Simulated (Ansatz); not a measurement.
The starting structures come from a database of crystals and need not be the phases stable at ambient conditions.

 Where the default PAW files enter, the runs use the earlier of Ansatz's two default sets.

```xyz
4
Lattice="3.1453 0.0000 0.0000 0.0000 5.0969 0.0000 1.5726 0.0000 2.7239" Properties=species:S:1:pos:R:3 pbc="T T T"
Al     0.0000     0.0038     0.0000
Ga     3.1453     2.5629     1.8159
N      3.1453     4.5271     1.8159
N      0.0000     1.8952     0.0000
```

Space group of this cell: P3m1. The cell is taken as given.

The numbers are results of r2SCAN (plane waves, PAW; Ansatz, a first-principles code), not measurements.

The current runs along the normal of the first two printed vectors; no spin-orbit coupling. Scaled by the factor s: both lengths across the current (ions clamped). Meshes 12×6×12 and 10×6 across the current in all rows.

```
s     mean pressure (GPa)  band gap (eV)
----  -------------------  -------------
0.98                  8.5           3.66
1.00                 -0.4           3.37
1.02                 -7.7              ?
```

Problem. Take the slope of the band gap against ln s from the two given rows, extrapolate to s = 1.02, and say what the run there gives.

Solution. Slope = (3.66 − 3.37) / ln 0.98 = -14.4 eV. The line gives 3.37 + (-14.4) × ln 1.02 = 3.09 eV. The run gives 3.00 eV, 0.09 eV under the line, 30 % of the predicted step.
